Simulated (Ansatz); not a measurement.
BaTiO3 (P4mm), Ansatz (a first-principles code) with PBEsol, rigid bands: N_c = 3.22e19 cm⁻³ at 300 K and an electron conductivity mass of 9.89 mₑ along z (a = (3.96, 0.00, 0.00) Å; b = (0.00, 3.96, 0.00) Å; c = (0.00, 0.00, 4.04) Å).

Task: For 1e16 electrons per cm³ at 300 K, place the Fermi level, estimate the Seebeck coefficient of a parabolic band with constant τ, and give mobility and conductivity for τ = 20 fs.

Result: The level lies k_BT ln(N_c/n) = 0.209 eV below the conduction-band minimum. S ≈ −(k_B/e)[ln(N_c/n) + 5/2] = -911 μV/K, against -904 μV/K from the full bands (mean over directions). μ = eτ/m = 3.56 cm²/(V·s) and σ = neμ = 0.00570 S/cm. τ is assumed, not computed.

Band transport and this doping are assumed; polarons and phonon drag are left out. Spin-orbit coupling is left out.
